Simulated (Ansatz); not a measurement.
**RuP (model structure, started from the WC type, P-6m2, No. 187, 2 atoms in the cell)**

These are PBEsol (plane waves, PAW; Ansatz, a quantum-chemistry and plane-wave program) values and carry that method's errors.

Numerical settings: plane-wave cutoff 520 eV, 18×18×18 k mesh, Fermi–Dirac smearing 0.05 eV, no spin polarisation, scalar-relativistic PAW data made under PBE.

Cell (relaxed at this level):

```
RuP
1.0
    2.97834     0.00000     0.00000
   -1.48917     2.57932     0.00000
    0.00000     0.00000     3.40943
Ru P
1 1
Direct
  0.00000   0.00000   0.00000
  0.66667   0.33333   0.50000
```

* **bulk modulus B0**: 221 GPa

Note: the run has no spin polarisation, so it can have missed a magnetic state; the bulk modulus is −V dP/dV from two relaxed cells at ±2 % in volume; the relaxation could raise the start's symmetry but not lower it, so the cell can be a saddle point.

Computed values are for the static lattice.

It cost around 2.8 core-minutes (rough) of CPU time.

A model structure was made by putting elements into a prototype or built by hand; it is no filed structure, need not be a known phase, and can be a saddle point held by its symmetry.
